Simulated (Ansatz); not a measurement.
We consider L1₂ (Cu3Au-type) Ni₃Al, described by r²SCAN+rVV10 in Ansatz (plane waves, PAW).

Run with plane-wave cutoff 560 eV, 16×16×16 k mesh, Fermi–Dirac smearing 0.05 eV, spin-polarised with parallel moments, scalar-relativistic PAW data made under PBE.

The volume scan:

```json
[
 {"V (Å³/atom)": "10.216", "E − E_lowest (meV/atom)": "28.45"},
 {"V (Å³/atom)": "10.434", "E − E_lowest (meV/atom)": "12.16"},
 {"V (Å³/atom)": "10.651", "E − E_lowest (meV/atom)": "2.93"},
 {"V (Å³/atom)": "10.868", "E − E_lowest (meV/atom)": "0.00"},
 {"V (Å³/atom)": "11.086", "E − E_lowest (meV/atom)": "2.71"},
 {"V (Å³/atom)": "11.303", "E − E_lowest (meV/atom)": "10.45"},
 {"V (Å³/atom)": "11.520", "E − E_lowest (meV/atom)": "22.70"}
]
```

Problem. Fit the third-order Birch–Murnaghan equation and give B0 and B′.

Solution. V0 = 10.869 Å³/atom, B0 = 207 GPa, B′ = 4.6 (fit to the energies at full precision).

Measured, for comparison: bulk modulus 174 GPa (temperature not stated, not corrected to a static lattice; as tabulated in Zarkevich et al. (2023), arXiv:2304.06869); equilibrium volume per atom 11.39 Å³/atom (temperature not stated, not corrected to a static lattice; as tabulated in Tensorial elastic properties and stability of interface states associated with …). Computed (rounded) less measured: bulk modulus +19 %, equilibrium volume per atom -4.6 %.

Static lattice: no zero-point or thermal effects.

Cost on a shared machine: very roughly 27 core-minutes.

Ansatz is an electronic-structure program.
